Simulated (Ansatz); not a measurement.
Pressure series in W

Take W in the bcc (W type) structure (space group Im-3m, No. 229; a = 3.1698 Å) as the base.

Cell and atoms are relaxed at each pressure.

Level of theory: plane-wave PAW DFT at the r2SCAN level (Ansatz, a first-principles code, 500 eV), scalar-relativistic without spin-orbit coupling, earlier PAW set.

Notes on the quantities. enthalpy: H = E + PV relative to the base's energy.

| variant | lattice parameter a | enthalpy |
|---|---|---|
| base | 3.170 Å | – |
| pressure −2 GPa | ? | -0.20 eV/atom |
| pressure −1 GPa | ? | -0.10 eV/atom |
| pressure 3 GPa | 3.160 Å | +0.30 eV/atom |
| pressure 7 GPa | 3.148 Å | +0.69 eV/atom |
| pressure 15 GPa | 3.125 Å | +1.46 eV/atom |
| pressure 30 GPa | ? | +2.86 eV/atom |
| pressure 50 GPa | 3.043 Å | +4.66 eV/atom |
| pressure 75 GPa | ? | +6.80 eV/atom |
| pressure 100 GPa | 2.959 Å | +8.87 eV/atom |

Complete the table.


- pressure −2 GPa, lattice parameter a: 3.177 Å
- pressure −1 GPa, lattice parameter a: 3.173 Å
- pressure 30 GPa, lattice parameter a: 3.087 Å
- pressure 75 GPa, lattice parameter a: 2.998 Å

Load acts through the strain it causes; cell and atoms are relaxed under it. Stability against distortions was not tested. Competing high-pressure phases were not computed. The final runs are not spin-polarised.
